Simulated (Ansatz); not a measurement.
# Pressure series in hypothetical P6_422 BP

Take BP (space group P6_422, No. 181; a = 3.279 Å, c = 6.995 Å; a hypothetical phase, not in the database extracts checked) as the base.

Cell and atoms are relaxed at each pressure.

Levels (all Ansatz, a quantum-chemistry and plane-wave program, PAW): PBE (420 eV, no SOC); PBEsol (420 eV, no spin-orbit coupling).

The base cell above is that of PBE; each level relaxes its own structures.

```csv
case,"volume per atom, PBE","volume per atom, PBEsol"
pressure −2 GPa,10.99 Å³,10.76 Å³
pressure −1 GPa,10.92 Å³,10.70 Å³
pressure 0.3 GPa,10.84 Å³,10.63 Å³
pressure 0.7 GPa,10.81 Å³,10.60 Å³
pressure 1.5 GPa,10.76 Å³,10.56 Å³
pressure 3 GPa,10.67 Å³,10.48 Å³
pressure 5 GPa,10.56 Å³,10.37 Å³
pressure 7.5 GPa,10.43 Å³,10.24 Å³
pressure 10 GPa,10.30 Å³,10.13 Å³
```

PBE lies above PBEsol in every row, by 0.18 Å³ to 0.22 Å³. They put the cases in the same order.

A case with no gap was solved on a k-mesh chosen for an insulator, which is coarse for it. Load acts through the strain it causes; cell and atoms are relaxed under it. Whether these cells are dynamically stable was not tested. No other phases were tried under pressure. The base started in P3_121 and relaxed to P6_422 at this level. The final runs are not spin-polarised.
